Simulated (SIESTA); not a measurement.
A self-consistent single point of Ca2TiN2 (C2/m, 10 atoms in the cell) with SIESTA

Computed with GGA PBEsol, numerical atomic orbitals TZP, PseudoDojo PBEsol standard norm-conserving potentials (rewritten from UPF to PSML) (SIESTA).

Input:

```
# files in the folder: Ca.psml Ti.psml N.psml (PseudoDojo PBEsol standard)
SystemName  Ca2TiN2
SystemLabel siesta

NumberOfAtoms                10
NumberOfSpecies              3
%block ChemicalSpeciesLabel
  1 20 Ca
  2 22 Ti
  3 7 N
%endblock ChemicalSpeciesLabel
LatticeConstant              1.0 Ang
%block LatticeVectors
     5.438645000   -2.547355000    0.000000000
     5.438645000    2.547355000    0.000000000
    -2.854359000    0.000000000    6.142339000
%endblock LatticeVectors
AtomicCoordinatesFormat      Fractional
%block AtomicCoordinatesAndAtomicSpecies
     0.325160000    0.325160000    0.400220000  1
     0.674840000    0.674840000    0.599780000  1
     0.981580000    0.981580000    0.248190000  1
     0.018420000    0.018420000    0.751810000  1
     0.642440000    0.642440000    0.117430000  2
     0.357560000    0.357560000    0.882570000  2
     0.809800000    0.809800000    0.375280000  3
     0.190200000    0.190200000    0.624720000  3
     0.501650000    0.501650000    0.788580000  3
     0.498350000    0.498350000    0.211420000  3
%endblock AtomicCoordinatesAndAtomicSpecies

XC.functional                GGA
XC.authors                   PBEsol
PAO.BasisSize                TZP
PAO.EnergyShift              0.01 Ry
MeshCutoff                   300 Ry
%block kgrid.MonkhorstPack
    4   0   0  0.0
    0   4   0  0.0
    0   0   3  0.0
%endblock kgrid.MonkhorstPack
OccupationFunction           MP
OccupationMPOrder            0
ElectronicTemperature        0.05 eV

MaxSCFIterations             150
SCF.Mixer.Method             Broyden
SCF.Mixer.Weight             0.2
SCF.Mixer.History            6
SCF.DM.Tolerance             1.0E-04
Diag.ParallelOverK           true
WriteForces                  true
```

The program printed (abridged):

```
reinit: Reading from file input.fdf

reinit: System Name: Ca2TiN2
reinit: System Label: siesta

coor:   Atomic-coordinates input format  =     Fractional

siesta: Atomic coordinates (Bohr) and species
siesta:      4.52493   0.00000   4.64549  1        1
siesta:     10.63622   0.00000   6.96185  1        2
siesta:     18.83775   0.00000   2.88083  1        3
siesta:     -3.67661   0.00000   8.72651  1        4
siesta:     12.57201   0.00000   1.36305  2        5
siesta:      2.58914   0.00000  10.24429  2        6
siesta:     14.62128   0.00000   4.35600  3        7
siesta:      0.53987   0.00000   7.25134  3        8
siesta:      6.05790   0.00000   9.15331  3        9
siesta:      9.10324   0.00000   2.45402  3       10

siesta: System type = bulk

initatomlists: Number of atoms, orbitals, and projectors:     10   158   140

siesta: ******************** Simulation parameters ****************************
redata: Spin configuration                          = none
redata: Time-Reversal Symmetry                      = T
redata: Number of Atomic Species                    =        3
redata: Mesh Cutoff                                 =   300.0000 Ry
redata: Net charge of the system                    =     0.0000 |e|
redata: Min. number of SCF Iter                     =        0
redata: Max. number of SCF Iter                     =      150
redata: SCF convergence failure will abort job
redata: SCF mix quantity                            = Hamiltonian
redata: Mix DM or H after convergence               =   F
redata: Recompute H after scf cycle                 =   F
redata: Mix DM in first SCF step                    =   T
redata: No kicks to SCF
redata: DM Mixing Weight for Kicks                  =     0.5000
redata: Require Harris convergence for SCF          =   F
redata: Harris energy tolerance for SCF             =     0.000100 eV
redata: Require DM convergence for SCF              =   T
   [... lines left out ...]
diag: Used triangular part                          = Lower
diag: Absolute tolerance                            =  0.100E-15
diag: Orthogonalization factor                      =  0.100E-05
diag: Memory factor                                 =  1.0000

superc: Internal auxiliary supercell:     5 x     5 x     5  =     125
superc: Number of atoms, orbitals, and projectors:   1250  19750  17500

                        Single-point calculation

superc: Internal auxiliary supercell:     5 x     5 x     5  =     125
superc: Number of atoms, orbitals, and projectors:   1250  19750  17500

outcell: Unit cell vectors (Ang):
        5.438645   -2.547355    0.000000
        5.438645    2.547355    0.000000
       -2.854359    0.000000    6.142339

outcell: Cell vector modules (Ang)   :    6.005654    6.005654    6.773160
outcell: Cell angles (23,13,12) (deg):    112.4350    112.4350     50.1949
outcell: Cell volume (Ang**3)        :    170.1939
new_DM -- step:     1
Initializing Density Matrix...

Attempting to read DM from file... Failed...
DM filled with atomic data:

InitMesh: MESH = 54 x 54 x 80 = 233280
InitMesh: Mesh cutoff (required, used) =   300.000   331.301 Ry

stepf: Methfessel-Paxton step function
       Using Hermite-Gauss polynomials of order  0
        iscf     Eharris(eV)        E_KS(eV)     FreeEng(eV)     dDmax    Ef(eV) dHmax(eV)
   scf:    1    -8427.875275    -8527.031736    -8527.031737  1.812615 -4.188265 14.745444
   scf:    2    -8561.608942    -8557.223525    -8557.227323  0.426817 -5.131273  3.102930
   scf:    3    -8559.282925    -8558.559381    -8558.563178  0.282723 -4.785230  1.779244
   scf:    4    -8559.069807    -8558.939665    -8558.942962  0.205401 -4.747622  0.863777
   scf:    5    -8558.866704    -8558.965934    -8558.969238  0.042365 -4.678628  0.939660
   scf:    6    -8559.025321    -8559.023089    -8559.026264  0.028223 -4.753416  0.107341
   [... 2 lines left out ...]
   scf:    9    -8559.025339    -8559.025323    -8559.028516  0.000743 -4.756200  0.004731
   scf:   10    -8559.025328    -8559.025326    -8559.028522  0.000725 -4.756071  0.001980
   scf:   11    -8559.025321    -8559.025323    -8559.028523  0.000257 -4.755965  0.001312
   scf:   12    -8559.025320    -8559.025322    -8559.028523  0.000135 -4.755893  0.000869
   scf:   13    -8559.025320    -8559.025321    -8559.028524  0.000084 -4.755830  0.000575
SCF Convergence by DM+H criterion
max |DM_out - DM_in|         :     0.0000838726
max |H_out - H_in|      (eV) :     0.0005753507
SCF cycle converged after 13 iterations

Using DM_out to compute the final energy and forces

siesta: E_KS(eV) =            -8559.0253

siesta: E_KS - E_eggbox =     -8559.0253

siesta: Atomic forces (eV/Ang):
     1    0.017341   -0.000000   -0.445686
     2   -0.017341   -0.000000    0.445696
     3    0.429184   -0.000000   -0.629743
     4   -0.429185   -0.000000    0.629743
     5   -0.214114   -0.000000    0.224006
     6    0.214111    0.000000   -0.224009
     7   -0.478603    0.000000   -0.055465
     8    0.478596   -0.000000    0.055452
     9   -0.106725   -0.000000    0.139091
    10    0.106736    0.000000   -0.139085
   Tot    0.000000   -0.000000   -0.000000
   Max    0.629743
   Res    0.275513    sqrt( Sum f_i^2 / 3N )
   Max    0.629743    constrained

Stress tensor Voigt[x,y,z,yz,xz,xy] (kbar):      -32.84      -27.69      -18.09       -0.00       15.34        0.00
(Free)E + p*V (eV/cell)    -8556.2445
Target enthalpy (eV/cell)    -8559.0285

siesta: Program's energy decomposition (eV):
siesta: Ebs     =     -2125.708548
siesta: Eions   =     13199.800969
siesta: Ena     =      2404.573628
siesta: Ekin    =      3455.165015
siesta: Enl     =       278.068231
siesta: Eso     =         0.000000
siesta: Edftu   =         0.000000
siesta: DEna    =        84.956862
siesta: DUscf   =         5.242949
siesta: DUext   =         0.000000
siesta: Ex      =     -1465.570585
siesta: Ec      =      -121.660451
siesta: Exc     =     -1587.231036
siesta: Eharris =     -8559.025320
siesta: Etot    =     -8559.025321
siesta: FreeEng =     -8559.028524

siesta: Atomic forces (eV/Ang):
siesta:      1    0.017341   -0.000000   -0.445686
siesta:      2   -0.017341   -0.000000    0.445696
siesta:      3    0.429184   -0.000000   -0.629743
siesta:      4   -0.429185   -0.000000    0.629743
siesta:      5   -0.214114   -0.000000    0.224006
siesta:      6    0.214111    0.000000   -0.224009
siesta:      7   -0.478603    0.000000   -0.055465
siesta:      8    0.478596   -0.000000    0.055452
siesta:      9   -0.106725   -0.000000    0.139091
siesta:     10    0.106736    0.000000   -0.139085
siesta: ----------------------------------------
siesta:    Tot    0.000000   -0.000000   -0.000000

siesta: Stress tensor (static) (eV/Ang**3):
siesta:    -0.020499    0.000000    0.009573
siesta:     0.000000   -0.017284    0.000000
siesta:     0.009574   -0.000000   -0.011292

siesta: Cell volume =        170.193889 Ang**3

siesta: Pressure (static):
siesta:                Solid            Molecule  Units
siesta:           0.00017816          0.00012374  Ry/Bohr**3
siesta:           0.01635823          0.01136101  eV/Ang**3
siesta:          26.20878099         18.20234923  kBar
```

The run converged in 13 iterations.

The starting cell comes from a database of computed structures (which also holds hypothetical and non-ambient phases and stackings), without a prior relaxation at this level. Spin polarisation is off, so a magnetic state, if there is one, cannot be reached. Values carry the incompleteness of an atom-centred basis.

Cost on one core of a shared machine: roughly 70 s.
